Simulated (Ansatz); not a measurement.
Here is the system:

```
BeS
1.0
    0.00000     2.41900     2.41900
    2.41900     0.00000     2.41900
    2.41900     2.41900     0.00000
S Be
1 1
Direct
  0.25000   0.25000   0.25000
  0.00000   0.00000   0.00000
```

No spin polarisation.

A single point on BeTe with a change (Te → S), its geometry relaxed with PBEsol.

The values are results of r2SCAN, PAW, 500 eV (Ansatz, a quantum-chemistry and plane-wave program; spin-orbit coupling left out), not measurements. Γ-centred 12×12×12 mesh, Fermi–Dirac width 0.05 eV.

Task: What is the computed pressure?

Result: 1.91 GPa.

Task: What band gap does the calculation give?

Result: 3.55 eV.

Task: What is the computed hole mass (degenerate bands, along [100])?

Result: 0.34, 0.55, 0.55 mₑ (at Γ).

Task: What width of the top valence band does the calculation give?

Result: 3.45 eV.

Single points use the geometry relaxed with PBEsol. Masses are band curvatures over ±0.01 Å⁻¹ around the edge. Stability against distortions was not tested. The cell was made from BeTe by this change: Te → S.
